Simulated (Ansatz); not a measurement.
# K under a change: Rb on a K site

Base system: a 12-atom supercell of K in the bcc (W type) structure (space group Im-3m, No. 229; a = 5.212 Å) at its relaxed geometry.

Perturbation: one K atom is replaced by Rb, atoms relaxed at fixed cell, starting from a slightly rattled geometry.

Computed with DFT with PBEsol, PAW potentials and a 420 eV plane-wave cutoff in Ansatz (a quantum-chemistry and plane-wave program), spin-orbit coupling left out, earlier PAW set. k-mesh 4×4×3 (Γ-centred); smearing 0.05 eV (Fermi–Dirac).

* **Pressure**: 0.1 GPa (base 0.0 GPa)
* **Largest displacement of a host atom from its site in the perfect cell**: 0.06 Å
* **Mean distance from the defect site to its nearest host atoms**: 4.54 Å (base 4.51 Å)

Cost of the whole job for the changed cell (relaxation, final SCF and bands): very roughly 6 core-minutes.

In so small a cell the defect repeats every few ångströms: this is an ordered compound, not a dilute defect. The defect cell is not spin-polarised.
